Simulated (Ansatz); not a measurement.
## Short convergence ladders for NbFeF₆ (R3, 8 atoms in the cell)

```xyz
8
Lattice="2.7416 1.5829 4.7670 -2.7416 1.5829 4.7670 0.0000 -3.1658 4.7670" Properties=species:S:1:pos:R:3 pbc="T T T"
Nb     0.0000     0.0000     7.2005
Fe     0.0000     0.0000     0.0000
F     -0.4783    -1.5491     5.9740
F      0.4783     1.5491     8.3270
F      1.5807     0.3604     5.9740
F     -1.5807    -0.3604     8.3270
F     -1.1024     1.1887     5.9740
F      1.1024    -1.1887     8.3270
```
Moments meant for the start (each program seeds them in its own way; μB, in the order of the atoms Nb Fe F F F F F F): 1.0 4.0 0.0 0.0 0.0 0.0 0.0 0.0.

Base method: PBEsol, default PAW files made with PBE (plane waves; Ansatz, a program for electronic structure).

Base settings: basis.ecutwfc = 30.9 Ry; kpoints.mp_grid.grid = 4 4 4; hamiltonian.xc = pbesol; hamiltonian.pseudopotentials = {kind: paw} (the program's default PAW files); magnetization.spin_polarized = true; scf.occupations.method = gaussian; scf.occupations.width = 0.0073 Ry.

The count of work is k-points × plane waves × bands × iterations; it is no time. Core times come from one kind of shared machine, to one figure; runs under 30 s give none.

**The k-point mesh**

Only quantities that move along the ladder and can be compared are tabulated.

The magnetic state is not the same in all runs (site moments differ, or a search went on to a lower state), so steps between rows are not convergence errors alone.

```csv
kpoints.mp_grid.grid,free energy less the last step's (meV/atom),pressure (GPa),largest difference of a force vector from the last step's (eV/Å)
1 1 1,-7.54,-5.94,0.176
2 2 2,11.44,-4.90,0.114
3 3 3,1.26,-5.27,0.007
4 4 4,-1.05,-5.34,0.005
6 6 6,-0.40,-5.33,0.005
7 7 7,0.00,-5.30,0.000
```

Coarsest kpoints.mp_grid.grid that holds the pressure within 0.2 GPa of the last step, with all finer ones: 3 3 3; the step before is off by 0.40 GPa.

Coarsest kpoints.mp_grid.grid that holds the free energy within 5 meV/atom of the last step, with all finer ones: 3 3 3; the step before is off by 11 meV/atom.

Coarsest kpoints.mp_grid.grid that holds the forces within 0.02 eV/Å of the last step, with all finer ones: 3 3 3; the step before is off by 0.11 eV/Å.

**The k-point mesh at a smearing width of 0.02 eV**

In this ladder: scf.occupations.width = 0.0015 Ry.

Only quantities that move along the ladder and can be compared are tabulated.

| kpoints.mp_grid.grid | free energy less the last step's (meV/atom) | largest difference of a force vector from the last step's (eV/Å) | count of work / last | core time / last (rough) |
|---|---|---|---|---|
| 3 3 3 | 1.88 | 0.008 | 0.067 | – |
| 5 5 5 | 1.77 | 0.014 | 0.26 | 0.3 |
| 7 7 7 | 0.48 | 0.013 | 0.67 | 0.7 |
| 8 8 8 | 0.00 | 0.000 | 1.0 | 1 |

Coarsest kpoints.mp_grid.grid that holds the forces within 0.01 eV/Å: not settled: the last two steps still differ by 0.013 eV/Å, over half the tolerance, so the ladder does not show it.

Coarsest kpoints.mp_grid.grid that holds the free energy within 1 meV/atom of the last step, with all finer ones: 7 7 7; the step before is off by 1.8 meV/atom.

On the base run: the starting cell comes from a database of computed structures (which also holds hypothetical and non-ambient phases and stackings), without a prior relaxation at this level. Its lattice was rescaled by up to half a per cent. One atom was moved a little off its site on purpose. The magnetic order is the one reached from the typed start; others were not searched systematically. The program warned that a starting moment was not kept. In the base run, with a pressure of about -5 GPa the cell is away from its equilibrium volume at this level. In the base run, forces exceed 1 eV/Å. Ansatz's pressure includes its estimate of the finite-basis (Pulay) stress.

Keys are those of Ansatz 0.2.
